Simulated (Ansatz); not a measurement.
# zinc-blende ZnS: the defect Al_Zn

These are PBE, PAW (plane waves to 420 eV; Ansatz, a first-principles code) values and carry that method's errors. A supercell of 64 sites (2×2×2 repeats of a cell of 8 atoms) was used; the energies come from a 2×2×2 shifted sampling of its zone. Site at the start: the Zn site. Finite-size correction: monopole term and site-potential alignment. Dielectric constants: PBE linear response of the host. Host gap at this level: 2.01 eV. Finite-size and sampling errors can reach tenths of an eV here. PBE underestimates the host's gap, which shifts levels and can delocalise carriers. Spin–orbit coupling is left out. Each state is the lowest found from its start.

Charges with a result: +1, 0, −1. Others weren't obtained, and one of them could lie lower, also by skipping a charge.

| charge | moment (μB) | largest move off a lattice site (Å) | image correction with alignment (eV) |
|---|---|---|---|
| +1 | not spin-polarised | 0.06 | 0.16 |
| 0* | quenched | 0.06 | – |
| −1* | not spin-polarised | 0.06 | – |

* At this level the carrier isn't localised at the defect: at charge 0 electrons occupy the conduction band; at charge −1 electrons occupy the conduction band. Such a state is shallow or no state of the defect, and this cell gives it no level.

Starting moments that weren't kept: charge 0 began with 1 μB and ended with 0.0.

No other site or start that was run ended lower by more than 0.1 eV.

Flagged in the runs: a doubtful potential alignment.
